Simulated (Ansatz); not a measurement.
In a (9,0) GaN nanotube, the lowest empty band has its minimum at Γ and lies 0.021 eV higher 0.0355 Å⁻¹ away along the axis.

Computed with PBE (plane waves to 420 eV, PAW; Ansatz, a quantum-chemistry and plane-wave program). Mesh 1×1×6. No spin polarisation. One-dimensional cell, images about 11 Å apart. A hypothetical model, rolled from the flat sheet. Only distortions within the start's symmetry and period were free.

Q: Estimate the electron mass along the axis.

A: For a parabola ΔE = ħ²Δk²/2m, and ħ²/2mₑ = 3.810 eV Å². So m/mₑ = 3.810 × 0.0355²/0.021 = 0.23. The curvature over a step a third as long gives 0.23; the band is close to a parabola here.
